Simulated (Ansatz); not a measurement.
Bond-angle distributions (per cent of the angles at each element, bins of 10°) of a relaxed model of amorphous Zr20O43Lu2 at 5.78 g/cm³. Calculation: PBE, scalar-relativistic without spin-orbit coupling (plane waves to 420 eV, PAW; Ansatz, a first-principles code).

Preparation: random packing, a CHGNet melt and quench, and a DFT relaxation. O atoms were pushed apart under 1.9 Å during the dynamics, to hinder bonds among them. The hot cell started wider than the set density and was brought back towards it in steps. It is the lowest in DFT energy of 2 quenches. It is a model cell: composition and starting density were chosen by hand, and all elements were melted together. No dispersion term was used. Its density started from a set value of 5.65 and ended at 5.78 g/cm³. Cooling (nominally 300 K/ps over its main leg) ran many orders faster than in experiment, which tends to leave more defects and strain. Values belong to this one cell and scatter from quench to quench. Volume and shape were free in the relaxation. Stress components on the final sampling reach 1.1 GPa. On a 2×2×2 Γ-centred mesh force components of up to 0.21 eV/Å stay, since the relaxation ran on the zone centre alone. Cycles of charging lowered its energy after that relaxation.

Bonds are counted up to Zr-Zr 3.41 Å, Zr-O 2.60 Å, Zr-Lu 3.76 Å, O-O 1.58 Å, O-Lu 2.78 Å, Lu-Lu 4.11 Å. Two cations that share two anions don't count as bonded, nor two that share one unless they lie closer than Zr-Zr 3.32 Å, Zr-Lu 3.66 Å, Lu-Lu 4.00 Å.

```json
[
 {"angle (°)": "50-60", "at Zr": "0", "at O": "0", "at Lu": "0"},
 {"angle (°)": "60-70", "at Zr": "4", "at O": "0", "at Lu": "11"},
 {"angle (°)": "70-80", "at Zr": "26", "at O": "0", "at Lu": "32"},
 {"angle (°)": "80-90", "at Zr": "18", "at O": "3", "at Lu": "7"},
 {"angle (°)": "90-100", "at Zr": "12", "at O": "19", "at Lu": "5"},
 {"angle (°)": "100-110", "at Zr": "7", "at O": "34", "at Lu": "5"},
 {"angle (°)": "110-120", "at Zr": "4", "at O": "12", "at Lu": "7"},
 {"angle (°)": "120-130", "at Zr": "6", "at O": "14", "at Lu": "5"},
 {"angle (°)": "130-140", "at Zr": "6", "at O": "8", "at Lu": "11"},
 {"angle (°)": "140-150", "at Zr": "6", "at O": "7", "at Lu": "11"},
 {"angle (°)": "150-160", "at Zr": "6", "at O": "2", "at Lu": "0"},
 {"angle (°)": "160-170", "at Zr": "2", "at O": "0", "at Lu": "4"},
 {"angle (°)": "170-180", "at Zr": "1", "at O": "0", "at Lu": "0"}
]
```

They go with these counts of neighbours within the cut-offs, cation contacts included: Zr mean 6.3, most often 7; O mean 3.3, most often 3; Lu mean 8.0, most often 8.
